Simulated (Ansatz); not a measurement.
**WTe₂ (space group P4_2/mnm, No. 136; a hypothetical phase, not in the database extracts checked)**

WTe₂ is modelled in the tetragonal space group P4₂/mnm (No. 136), Pearson symbol tP6. Conventional cell: a = 6.651 Å, b = 6.651 Å, c = 3.677 Å, α = 90.00°, β = 90.00°, γ = 90.00°. W on 2a is surrounded by 6 Te at 2.700–2.719 Å (octahedral). Te on 4g is coordinated by 3 W at 2.700–2.719 Å. (Neighbours: up to the widest gap in distance over summed covalent radii, below 1.35, at either atom; cation-cation and far metal-metal contacts left out.)

Method: PBE/PAW in Ansatz (an electronic-structure program), without spin-orbit coupling, earlier PAW set. Settings: 7×7×13 k-points, 0.05 eV Fermi–Dirac smearing.

```yaml
volume_per_atom: 27.11 Å³
density: 8.96 g/cm³
band_gap: zero
total_energy: -8115.000 eV/atom (σ→0; compares only within this code and set-up)
```

Whether these cells are dynamically stable was not tested. The final runs are not spin-polarised. WTe2 has a high density of states at the Fermi level and may be magnetic at this level.
